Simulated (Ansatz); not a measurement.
System: interstitial Au in silicon (charge state +1). Computed with PBE, PAW (plane waves to 420 eV; Ansatz, a program for electronic structure).

Cell of 216 host sites held at the relaxed PBE lattice; one k-point at (0.250, 0.250, 0.250); Fermi-Dirac width 0.01 eV, spin-restricted; finite-size errors left in. Energies are static. Spin-orbit coupling is left out. The charge state is imposed; whether it is stable for some Fermi level was not computed. Sites that were not tried may lie lower.

Barriers: single points on a 2×2×2 k-point mesh shifted by half a step at the bands' geometries.

Relaxed starting cell (atoms counted from 1):

```yaml
crystal:
  lattice:
    - [16.41000, 0.00000, 0.00000]
    - [0.00000, 16.41000, 0.00000]
    - [0.00000, 0.00000, 16.41000]
  atoms:
    - { symbol: Si, position: [0.99987, 0.00030, 0.16942] }
    - { symbol: Si, position: [0.00003, 0.99986, 0.49990] }
    - { symbol: Si, position: [0.00306, 0.99564, 0.82289] }
    - { symbol: Si, position: [0.00004, 0.33467, 0.16821] }
    - { symbol: Si, position: [0.99996, 0.33367, 0.49989] }
    - { symbol: Si, position: [0.99995, 0.33481, 0.83298] }
    - { symbol: Si, position: [0.00016, 0.66595, 0.16730] }
    - { symbol: Si, position: [0.99993, 0.66621, 0.49982] }
    - { symbol: Si, position: [0.99970, 0.66618, 0.83321] }
    - { symbol: Si, position: [0.33400, 0.99975, 0.16737] }
    - { symbol: Si, position: [0.33372, 0.99994, 0.49985] }
    - { symbol: Si, position: [0.33369, 0.00017, 0.83324] }
    - { symbol: Si, position: [0.33370, 0.33340, 0.16703] }
    - { symbol: Si, position: [0.33346, 0.33348, 0.50012] }
    - { symbol: Si, position: [0.33401, 0.33420, 0.83307] }
    - { symbol: Si, position: [0.33275, 0.66717, 0.16679] }
    - { symbol: Si, position: [0.33323, 0.66663, 0.49995] }
    - { symbol: Si, position: [0.33407, 0.66580, 0.83347] }
    - { symbol: Si, position: [0.66535, 0.99994, 0.16812] }
    - { symbol: Si, position: [0.66617, 0.99992, 0.49984] }
    - { symbol: Si, position: [0.66499, 0.99987, 0.83278] }
    - { symbol: Si, position: [0.66538, 0.33450, 0.16699] }
    - { symbol: Si, position: [0.66656, 0.33334, 0.50034] }
    - { symbol: Si, position: [0.66708, 0.33278, 0.83356] }
    - { symbol: Si, position: [0.66658, 0.66632, 0.16696] }
    - { symbol: Si, position: [0.66637, 0.66639, 0.50001] }
    - { symbol: Si, position: [0.66555, 0.66582, 0.83301] }
    - { symbol: Si, position: [0.08881, 0.25365, 0.08881] }
    - { symbol: Si, position: [0.08335, 0.25018, 0.41701] }
    - { symbol: Si, position: [0.08214, 0.25220, 0.74798] }
    - { symbol: Si, position: [0.08357, 0.58308, 0.08377] }
    - { symbol: Si, position: [0.08349, 0.58385, 0.41637] }
    - { symbol: Si, position: [0.08332, 0.58317, 0.74998] }
    - { symbol: Si, position: [0.08163, 0.91831, 0.08182] }
    - { symbol: Si, position: [0.08357, 0.91643, 0.41707] }
    - { symbol: Si, position: [0.08845, 0.91150, 0.74695] }
    - { symbol: Si, position: [0.41684, 0.25018, 0.08355] }
    - { symbol: Si, position: [0.41716, 0.25019, 0.41735] }
    - { symbol: Si, position: [0.41670, 0.25024, 0.74989] }
    - { symbol: Si, position: [0.41621, 0.58389, 0.08368] }
    - { symbol: Si, position: [0.41666, 0.58333, 0.41684] }
    - { symbol: Si, position: [0.41716, 0.58276, 0.75000] }
    - { symbol: Si, position: [0.41687, 0.91642, 0.08374] }
    - { symbol: Si, position: [0.41622, 0.91652, 0.41640] }
    - { symbol: Si, position: [0.41675, 0.91665, 0.74996] }
    - { symbol: Si, position: [0.74776, 0.25217, 0.08234] }
    - { symbol: Si, position: [0.74972, 0.25025, 0.41688] }
    - { symbol: Si, position: [0.75107, 0.24886, 0.75123] }
    - { symbol: Si, position: [0.74980, 0.58315, 0.08349] }
    - { symbol: Si, position: [0.74983, 0.58276, 0.41734] }
    - { symbol: Si, position: [0.74964, 0.58322, 0.74985] }
    - { symbol: Si, position: [0.74682, 0.91156, 0.08872] }
    - { symbol: Si, position: [0.74978, 0.91665, 0.41694] }
    - { symbol: Si, position: [0.74770, 0.91764, 0.74787] }
    - { symbol: Si, position: [0.00387, 0.17750, 0.00444] }
    - { symbol: Si, position: [0.99978, 0.16685, 0.33392] }
    - { symbol: Si, position: [0.99994, 0.16712, 0.66530] }
    - { symbol: Si, position: [0.00005, 0.50020, 0.00024] }
    - { symbol: Si, position: [0.99996, 0.50030, 0.33396] }
    - { symbol: Si, position: [0.99993, 0.50020, 0.66639] }
    - { symbol: Si, position: [0.99963, 0.83073, 0.99987] }
    - { symbol: Si, position: [0.00018, 0.83284, 0.33410] }
    - { symbol: Si, position: [0.99993, 0.83198, 0.66552] }
    - { symbol: Si, position: [0.33375, 0.16686, 0.99996] }
    - { symbol: Si, position: [0.33408, 0.16664, 0.33427] }
    - { symbol: Si, position: [0.33392, 0.16697, 0.66592] }
    - { symbol: Si, position: [0.33379, 0.50035, 0.00015] }
    - { symbol: Si, position: [0.33326, 0.50015, 0.33347] }
    - { symbol: Si, position: [0.33343, 0.49999, 0.66660] }
    - { symbol: Si, position: [0.33391, 0.83280, 0.00035] }
    - { symbol: Si, position: [0.33285, 0.83328, 0.33304] }
    - { symbol: Si, position: [0.33358, 0.83308, 0.66674] }
    - { symbol: Si, position: [0.66512, 0.16707, 0.00011] }
    - { symbol: Si, position: [0.66566, 0.16700, 0.33419] }
    - { symbol: Si, position: [0.66701, 0.16653, 0.66719] }
    - { symbol: Si, position: [0.66618, 0.50020, 0.00013] }
    - { symbol: Si, position: [0.66644, 0.49998, 0.33360] }
    - { symbol: Si, position: [0.66651, 0.49966, 0.66671] }
    - { symbol: Si, position: [0.66542, 0.83207, 0.00013] }
    - { symbol: Si, position: [0.66654, 0.83308, 0.33377] }
    - { symbol: Si, position: [0.66533, 0.83296, 0.66552] }
    - { symbol: Si, position: [0.08397, 0.08343, 0.25176] }
    - { symbol: Si, position: [0.08350, 0.08311, 0.58309] }
    - { symbol: Si, position: [0.09385, 0.08768, 0.91368] }
    - { symbol: Si, position: [0.08374, 0.41746, 0.25119] }
    - { symbol: Si, position: [0.08326, 0.41750, 0.58267] }
    - { symbol: Si, position: [0.08354, 0.41711, 0.91705] }
    - { symbol: Si, position: [0.08318, 0.75050, 0.24966] }
    - { symbol: Si, position: [0.08367, 0.74910, 0.58276] }
    - { symbol: Si, position: [0.08377, 0.74846, 0.91680] }
    - { symbol: Si, position: [0.41692, 0.08338, 0.25057] }
    - { symbol: Si, position: [0.41685, 0.08335, 0.58305] }
    - { symbol: Si, position: [0.41686, 0.08343, 0.91673] }
    - { symbol: Si, position: [0.41673, 0.41691, 0.25039] }
    - { symbol: Si, position: [0.41680, 0.41666, 0.58352] }
    - { symbol: Si, position: [0.41692, 0.41708, 0.91683] }
    - { symbol: Si, position: [0.41641, 0.74996, 0.25020] }
    - { symbol: Si, position: [0.41663, 0.74981, 0.58329] }
    - { symbol: Si, position: [0.41685, 0.74963, 0.91678] }
    - { symbol: Si, position: [0.74860, 0.08338, 0.25146] }
    - { symbol: Si, position: [0.74939, 0.08353, 0.58275] }
    - { symbol: Si, position: [0.74729, 0.08304, 0.91684] }
    - { symbol: Si, position: [0.74978, 0.41695, 0.25019] }
    - { symbol: Si, position: [0.74997, 0.41614, 0.58398] }
    - { symbol: Si, position: [0.74944, 0.41733, 0.91660] }
    - { symbol: Si, position: [0.74975, 0.74882, 0.25135] }
    - { symbol: Si, position: [0.74970, 0.74989, 0.58307] }
    - { symbol: Si, position: [0.74850, 0.74858, 0.91674] }
    - { symbol: Si, position: [0.16923, 0.00024, 0.00002] }
    - { symbol: Si, position: [0.16720, 0.99975, 0.33420] }
    - { symbol: Si, position: [0.16791, 0.99991, 0.66555] }
    - { symbol: Si, position: [0.16816, 0.33478, 0.00017] }
    - { symbol: Si, position: [0.16685, 0.33338, 0.33386] }
    - { symbol: Si, position: [0.16681, 0.33450, 0.66558] }
    - { symbol: Si, position: [0.16709, 0.66595, 0.00035] }
    - { symbol: Si, position: [0.16660, 0.66717, 0.33296] }
    - { symbol: Si, position: [0.16680, 0.66631, 0.66674] }
    - { symbol: Si, position: [0.49972, 0.99985, 0.00022] }
    - { symbol: Si, position: [0.49966, 0.99994, 0.33390] }
    - { symbol: Si, position: [0.49963, 0.99992, 0.66634] }
    - { symbol: Si, position: [0.49971, 0.33367, 0.00014] }
    - { symbol: Si, position: [0.49993, 0.33350, 0.33366] }
    - { symbol: Si, position: [0.50016, 0.33332, 0.66672] }
    - { symbol: Si, position: [0.49967, 0.66624, 0.00011] }
    - { symbol: Si, position: [0.49977, 0.66662, 0.33341] }
    - { symbol: Si, position: [0.49984, 0.66640, 0.66655] }
    - { symbol: Si, position: [0.82268, 0.99548, 0.00302] }
    - { symbol: Si, position: [0.83306, 0.00018, 0.33387] }
    - { symbol: Si, position: [0.83264, 0.99988, 0.66521] }
    - { symbol: Si, position: [0.83276, 0.33482, 0.00014] }
    - { symbol: Si, position: [0.83292, 0.33416, 0.33415] }
    - { symbol: Si, position: [0.83338, 0.33281, 0.66726] }
    - { symbol: Si, position: [0.83302, 0.66618, 0.99989] }
    - { symbol: Si, position: [0.83330, 0.66581, 0.33425] }
    - { symbol: Si, position: [0.83280, 0.66577, 0.66571] }
    - { symbol: Si, position: [0.25122, 0.25034, 0.25138] }
    - { symbol: Si, position: [0.25001, 0.25021, 0.58319] }
    - { symbol: Si, position: [0.25127, 0.25132, 0.91683] }
    - { symbol: Si, position: [0.25003, 0.58363, 0.25024] }
    - { symbol: Si, position: [0.25014, 0.58330, 0.58332] }
    - { symbol: Si, position: [0.25035, 0.58309, 0.91681] }
    - { symbol: Si, position: [0.24956, 0.91676, 0.24974] }
    - { symbol: Si, position: [0.25088, 0.91632, 0.58280] }
    - { symbol: Si, position: [0.25146, 0.91619, 0.91681] }
    - { symbol: Si, position: [0.58298, 0.25022, 0.25021] }
    - { symbol: Si, position: [0.58372, 0.25000, 0.58388] }
    - { symbol: Si, position: [0.58265, 0.25047, 0.91661] }
    - { symbol: Si, position: [0.58315, 0.58331, 0.25032] }
    - { symbol: Si, position: [0.58329, 0.58314, 0.58348] }
    - { symbol: Si, position: [0.58279, 0.58297, 0.91677] }
    - { symbol: Si, position: [0.58260, 0.91631, 0.25106] }
    - { symbol: Si, position: [0.58246, 0.91665, 0.58264] }
    - { symbol: Si, position: [0.58285, 0.91644, 0.91698] }
    - { symbol: Si, position: [0.91665, 0.25126, 0.25138] }
    - { symbol: Si, position: [0.91642, 0.25049, 0.58283] }
    - { symbol: Si, position: [0.91688, 0.25249, 0.91710] }
    - { symbol: Si, position: [0.91663, 0.58307, 0.25054] }
    - { symbol: Si, position: [0.91659, 0.58296, 0.58296] }
    - { symbol: Si, position: [0.91651, 0.58308, 0.91670] }
    - { symbol: Si, position: [0.91664, 0.91623, 0.25163] }
    - { symbol: Si, position: [0.91680, 0.91643, 0.58303] }
    - { symbol: Si, position: [0.91240, 0.90574, 0.91267] }
    - { symbol: Si, position: [0.16887, 0.16563, 0.16903] }
    - { symbol: Si, position: [0.16678, 0.16664, 0.50001] }
    - { symbol: Si, position: [0.16978, 0.17185, 0.82834] }
    - { symbol: Si, position: [0.16691, 0.50006, 0.16710] }
    - { symbol: Si, position: [0.16674, 0.50054, 0.49958] }
    - { symbol: Si, position: [0.16678, 0.50012, 0.83342] }
    - { symbol: Si, position: [0.16548, 0.83446, 0.16569] }
    - { symbol: Si, position: [0.16687, 0.83305, 0.50007] }
    - { symbol: Si, position: [0.16876, 0.83111, 0.83462] }
    - { symbol: Si, position: [0.49982, 0.16665, 0.16698] }
    - { symbol: Si, position: [0.50030, 0.16678, 0.50054] }
    - { symbol: Si, position: [0.49971, 0.16686, 0.83319] }
    - { symbol: Si, position: [0.49939, 0.50056, 0.16693] }
    - { symbol: Si, position: [0.49991, 0.49997, 0.50009] }
    - { symbol: Si, position: [0.50035, 0.49944, 0.83325] }
    - { symbol: Si, position: [0.49989, 0.83304, 0.16703] }
    - { symbol: Si, position: [0.49938, 0.83310, 0.49958] }
    - { symbol: Si, position: [0.49975, 0.83312, 0.83340] }
    - { symbol: Si, position: [0.82805, 0.17178, 0.17001] }
    - { symbol: Si, position: [0.83301, 0.16687, 0.49989] }
    - { symbol: Si, position: [0.83489, 0.16498, 0.83507] }
    - { symbol: Si, position: [0.83324, 0.50010, 0.16696] }
    - { symbol: Si, position: [0.83308, 0.49943, 0.50052] }
    - { symbol: Si, position: [0.83298, 0.50020, 0.83318] }
    - { symbol: Si, position: [0.83448, 0.83111, 0.16897] }
    - { symbol: Si, position: [0.83320, 0.83311, 0.49994] }
    - { symbol: Si, position: [0.82784, 0.82960, 0.82795] }
    - { symbol: Si, position: [0.25157, 0.08341, 0.08411] }
    - { symbol: Si, position: [0.25039, 0.08337, 0.41711] }
    - { symbol: Si, position: [0.25116, 0.08337, 0.74890] }
    - { symbol: Si, position: [0.25106, 0.41752, 0.08395] }
    - { symbol: Si, position: [0.25018, 0.41689, 0.41692] }
    - { symbol: Si, position: [0.25001, 0.41697, 0.74996] }
    - { symbol: Si, position: [0.24945, 0.75051, 0.08338] }
    - { symbol: Si, position: [0.25003, 0.74997, 0.41660] }
    - { symbol: Si, position: [0.25115, 0.74881, 0.74994] }
    - { symbol: Si, position: [0.58288, 0.08312, 0.08371] }
    - { symbol: Si, position: [0.58281, 0.08335, 0.41710] }
    - { symbol: Si, position: [0.58254, 0.08352, 0.74953] }
    - { symbol: Si, position: [0.58246, 0.41750, 0.08346] }
    - { symbol: Si, position: [0.58334, 0.41667, 0.41699] }
    - { symbol: Si, position: [0.58379, 0.41613, 0.75016] }
    - { symbol: Si, position: [0.58262, 0.74913, 0.08383] }
    - { symbol: Si, position: [0.58309, 0.74980, 0.41683] }
    - { symbol: Si, position: [0.58288, 0.74990, 0.74990] }
    - { symbol: Si, position: [0.91331, 0.08758, 0.09405] }
    - { symbol: Si, position: [0.91654, 0.08344, 0.41705] }
    - { symbol: Si, position: [0.91673, 0.08305, 0.74753] }
    - { symbol: Si, position: [0.91686, 0.41709, 0.08372] }
    - { symbol: Si, position: [0.91663, 0.41705, 0.41709] }
    - { symbol: Si, position: [0.91640, 0.41733, 0.74967] }
    - { symbol: Si, position: [0.91661, 0.74843, 0.08399] }
    - { symbol: Si, position: [0.91660, 0.74964, 0.41703] }
    - { symbol: Si, position: [0.91655, 0.74852, 0.74862] }
    - { symbol: Au, position: [0.95853, 0.04139, 0.95872] }
```
Cell charge +1.

End state 1 differs by these moves (Å; atoms that move under 0.08 Å are left out):

```json
[
 {"atom": "3", "element": "Si", "Δx": "-0.12", "Δy": "0.12", "Δz": "0.00"},
 {"atom": "28", "element": "Si", "Δx": "-0.09", "Δy": "-0.03", "Δz": "-0.08"},
 {"atom": "34", "element": "Si", "Δx": "0.10", "Δy": "-0.08", "Δz": "0.20"},
 {"atom": "36", "element": "Si", "Δx": "-0.09", "Δy": "0.09", "Δz": "0.01"},
 {"atom": "52", "element": "Si", "Δx": "0.03", "Δy": "0.08", "Δz": "-0.08"},
 {"atom": "55", "element": "Si", "Δx": "-0.06", "Δy": "-0.13", "Δz": "-0.07"},
 {"atom": "61", "element": "Si", "Δx": "-0.07", "Δy": "-0.13", "Δz": "0.05"},
 {"atom": "84", "element": "Si", "Δx": "-0.10", "Δy": "0.10", "Δz": "0.00"},
 {"atom": "109", "element": "Si", "Δx": "0.13", "Δy": "0.06", "Δz": "0.07"},
 {"atom": "127", "element": "Si", "Δx": "0.13", "Δy": "0.07", "Δz": "-0.05"},
 {"atom": "162", "element": "Si", "Δx": "-0.11", "Δy": "0.11", "Δz": "0.00"},
 {"atom": "169", "element": "Si", "Δx": "0.10", "Δy": "-0.10", "Δz": "0.07"},
 {"atom": "171", "element": "Si", "Δx": "-0.06", "Δy": "0.06", "Δz": "0.01"},
 {"atom": "181", "element": "Si", "Δx": "0.10", "Δy": "-0.10", "Δz": "-0.07"},
 {"atom": "183", "element": "Si", "Δx": "-0.06", "Δy": "0.06", "Δz": "-0.01"},
 {"atom": "190", "element": "Si", "Δx": "0.03", "Δy": "0.09", "Δz": "0.08"},
 {"atom": "208", "element": "Si", "Δx": "0.08", "Δy": "-0.10", "Δz": "-0.20"},
 {"atom": "210", "element": "Si", "Δx": "-0.09", "Δy": "0.09", "Δz": "-0.01"},
 {"atom": "214", "element": "Si", "Δx": "-0.08", "Δy": "-0.03", "Δz": "0.08"},
 {"atom": "217", "element": "Au", "Δx": "1.36", "Δy": "-1.36", "Δz": "0.00"}
]
```

### Question
What is the computed forward and backward barriers to end state 1 (PBE, PAW)?

### Answer
forward 0.078 eV, backward 0.078 eV; at the saddle point atom 217 has neighbours Si at 2.49, Si at 2.51, 2 Si at 2.53, Si at 2.73, 2 Si at 2.78, 2 Si at 2.81, Si at 2.86 Å. The saddle point's order was not checked, and it lies on a symmetry element of the cell, where a band can be held.
